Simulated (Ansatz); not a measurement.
The reference is WSi$_{2}$ (space group I4/mmm, No. 139; relaxed with 0.1 eV smearing).

```
CELL_PARAMETERS angstrom
     -1.60572     1.60572     3.90242
      1.60572    -1.60572     3.90242
      1.60572     1.60572    -3.90242
ATOMIC_POSITIONS crystal
  W  0.00000 0.00000 0.00000
  Si 0.33482 0.33482 0.00000
  Si 0.66518 0.66518 0.00000
```

Cartesian axes are those of the cell as printed.

Level of theory: r2SCAN, PAW, 500 eV (Ansatz, an electronic-structure program; without spin-orbit coupling).

For the base:

```
Property                        Result
-----------------------------  -------
Band gap                          zero
Shortest interatomic distance  2.578 Å
```

Now apply this change: uniaxial strain ε_yy = −0.13 %, all other strain components held at zero; the atoms relax in the strained cell.

### Question
Predict the new stress, band gap and shortest interatomic distance.

### Answer
The stress (xx, yy, zz, yz, xz, xy; compression positive) is (0.2, 0.6, 0.1, 0.0, 0.0, 0.0) GPa; the band gap stays zero; the shortest interatomic distance remains 2.578 Å.

Stability against distortions was not tested. The final runs are not spin-polarised.
